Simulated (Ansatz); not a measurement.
**GaP, response to strain**

The reference is GaP in the zinc blende structure (space group F-43m, No. 216; a = 5.4386 Å). Axes: x, y, z lie along the cube axes.

Strains are applied to the cell and any free atomic positions relax; under biaxial strain the out-of-plane vector relaxes too.

Level of theory: Ansatz (a program for electronic structure) PBEsol, no spin-orbit coupling.

Candidates:
(a) biaxial strain −2.50 %, plane normal [111], relaxed out of plane
(b) biaxial strain −0.42 %, plane normal [111], relaxed out of plane
(c) biaxial strain +1.25 %, plane normal [111], relaxed out of plane

Order them by out-of-plane strain, highest first.

(a) biaxial strain −2.50 %, plane normal [111], relaxed out of plane (+1.20 %), (b) biaxial strain −0.42 %, plane normal [111], relaxed out of plane (+0.19 %), (c) biaxial strain +1.25 %, plane normal [111], relaxed out of plane (-0.56 %)

Whether these cells are dynamically stable was not tested.
